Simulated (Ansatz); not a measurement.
# Pressure series in TiAl3

The reference is TiAl3 (space group I4/mmm, No. 139).

```cif
data_Al3Ti
_chemical_formula_sum 'Al3 Ti1'
_space_group_name_H-M_alt 'P 1'
_space_group_IT_number 1
_cell_length_a 5.06291
_cell_length_b 5.06291
_cell_length_c 5.06291
_cell_angle_alpha 135.622
_cell_angle_beta 135.622
_cell_angle_gamma 64.566
loop_
_space_group_symop_operation_xyz
  'x, y, z'
loop_
_atom_site_label
_atom_site_type_symbol
_atom_site_fract_x
_atom_site_fract_y
_atom_site_fract_z
_atom_site_occupancy
Al1 Al 0.50000 0.50000 0.00000 1
Al2 Al 0.75000 0.25000 0.50000 1
Al3 Al 0.25000 0.75000 0.50000 1
Ti1 Ti 0.00000 0.00000 0.00000 1
```

Cell and atoms are relaxed at each pressure.

Computed with Kohn–Sham DFT with the r2SCAN functional, run in Ansatz (an electronic-structure program) with PAW and 500 eV plane waves, no spin-orbit coupling.

Notes on the quantities. enthalpy: H = E + PV relative to the base's energy.

```csv
case,enthalpy,shortest interatomic distance
base,–,2.704 Å
pressure −2 GPa,-0.20 eV/atom,2.720 Å
pressure −1 GPa,-0.10 eV/atom,2.712 Å
pressure 0.9 GPa,+0.09 eV/atom,2.697 Å
pressure 2.1 GPa,+0.20 eV/atom,2.689 Å
pressure 4.5 GPa,+0.43 eV/atom,2.672 Å
pressure 9 GPa,+0.85 eV/atom,2.645 Å
pressure 15 GPa,+1.39 eV/atom,2.612 Å
pressure 22.5 GPa,+2.03 eV/atom,2.578 Å
pressure 30 GPa,+2.65 eV/atom,2.547 Å
```

Load acts through the strain it causes; cell and atoms are relaxed under it. No phonon test of stability was made. Competing high-pressure phases were not computed. The final runs are not spin-polarised.
